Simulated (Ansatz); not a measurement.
Consider the following.

```
CELL_PARAMETERS angstrom
      3.03407     0.00000     0.00000
     -1.51704     2.62758     0.00000
      0.00000     0.00000     4.97722
ATOMIC_POSITIONS crystal
  Si 0.33333 0.66667 0.49960
  Si 0.66667 0.33333 0.99960
  C  0.33333 0.66667 0.87540
  C  0.66667 0.33333 0.37540
```

Computed with PBEsol with spin-orbit coupling, rigid bands (plane waves, PAW; Ansatz, a program for electronic structure). Condition of this run: hydrostatic pressure 10 GPa (the target of the relaxation). Geometry: cell and atoms relaxed with PBEsol, then loaded as said.

Question: Predict the electron conductivity mass (n e² τ/σ) at 300 K, by direction if it differs.

Answer: 0.43 (x), 0.43 (y), 0.26 (z) mₑ.

Question: What conductivity effective mass do dilute holes have at 300 K?

Answer: 1.25 (x), 1.25 (y), 1.50 (z) mₑ.

Question: And the band gap?

Answer: 2.05 eV at this level; semilocal functionals usually fall short of the measured gap.

Rigid bands, one relaxation time for all states, no polarons.
